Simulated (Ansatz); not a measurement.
The starting structures come from a database of crystals and need not be the phases stable at ambient conditions.

Data:

```yaml
crystal:
  lattice:
    - [4.94420, 0.00000, 0.00000]
    - [-2.47210, 4.28181, 0.00000]
    - [2.47210, 1.42727, 4.03693]
  atoms:
    - { symbol: Ca, position: [0.50000, 0.75000, 0.75000] }
    - { symbol: Ca, position: [0.50000, 0.25000, 0.25000] }
    - { symbol: Fe, position: [0.00000, 0.00000, 0.00000] }
    - { symbol: H, position: [0.00000, 0.77197, 0.22803] }
    - { symbol: H, position: [0.00000, 0.22803, 0.77197] }
    - { symbol: H, position: [0.00000, 0.22803, 0.22803] }
    - { symbol: H, position: [0.00000, 0.77197, 0.77197] }
    - { symbol: H, position: [0.54394, 0.77197, 0.22803] }
    - { symbol: H, position: [0.45606, 0.22803, 0.77197] }
```

Space group of this cell: Fm-3m. The cell is taken as given.

Transport runs along the normal of the first two printed cell vectors, the (111) plane of the conventional cell.

The gap is the functional's own, uncorrected, and κ follows it; spin-orbit coupling is left out. Mid-gap values are interpolated between the computed energies.

**Question.** State the band gap and the smallest decay constant κ at mid-gap according to r2SCAN in Ansatz (a quantum-chemistry and plane-wave program).

**Answer.** Gap 2.04 eV on a 10×10×10 mesh; κ = 0.449 1/Å, at (0.500, 0.000) of the in-plane reciprocal vectors. At the zone centre, at the nearest computed energy, the slowest state has κ = 0.52 1/Å.
